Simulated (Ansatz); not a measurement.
Base system: ZnS in the wurtzite structure (space group P6_3mc, No. 186; a = 3.782 Å, c = 6.208 Å). Axes: x lies along a and z along c of the hexagonal cell.

Level of theory: PBEsol (Ansatz, a quantum-chemistry and plane-wave program, PAW, no spin-orbit coupling).

The change: biaxial strain +1.80 %, plane normal [001], relaxed out of plane (Cartesian); in-plane vectors clamped, the third vector and the atoms free.

Problem. How does this affect the out-of-plane strain?

Solution. The out-of-plane strain amounts to -1.08 %.

No phonon test of stability was made.
